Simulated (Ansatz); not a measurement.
# What electrons 5.0×10^21 cm⁻³ does to SiC

The parent structure is SiC (space group P6_3mc, No. 186; a = 3.0781 Å, c = 10.0762 Å).

Modification: electron doping at 5.0×10^21 cm⁻³ (0.413 per cell), with a uniform compensating background at fixed cell and a 300 K Fermi–Dirac width.

Calculations: Kohn–Sham DFT with the PBEsol functional, run in Ansatz (an electronic-structure program) with PAW and 420 eV plane waves, without spin-orbit coupling, earlier PAW set. Γ-centred 17×17×5 mesh, Fermi–Dirac width 0.0259 eV.

The gap between the host's bands shrinks by 0.04 eV to 2.08 eV and the gap character is still indirect, Γ → M. The Fermi level relative to the doped band's edge (positive inside the band; to 0.05 eV) comes out as +0.70 eV.

Final structure:

```yaml
crystal:
  lattice:
    - [3.07812, 0.00000, 0.00000]
    - [-1.53906, 2.66573, 0.00000]
    - [0.00000, 0.00000, 10.07618]
  atoms:
    - { symbol: Si, position: [0.00000, 0.00000, 0.99982] }
    - { symbol: Si, position: [0.00000, 0.00000, 0.49982] }
    - { symbol: Si, position: [0.66667, 0.33333, 0.75066] }
    - { symbol: Si, position: [0.33333, 0.66667, 0.25066] }
    - { symbol: C, position: [0.00000, 0.00000, 0.81267] }
    - { symbol: C, position: [0.00000, 0.00000, 0.31267] }
    - { symbol: C, position: [0.66667, 0.33333, 0.56247] }
    - { symbol: C, position: [0.33333, 0.66667, 0.06247] }
```
Cell charge -0.413398.

Cost of the whole job for the changed cell (relaxation, final SCF and bands): about 2.5 core-minutes (a rough figure).

Charged cell with a jellium background: band edges are those of the host's band count, energies are not comparable with the neutral cell, and many-body gap narrowing is missing. Whether these cells are dynamically stable was not tested.
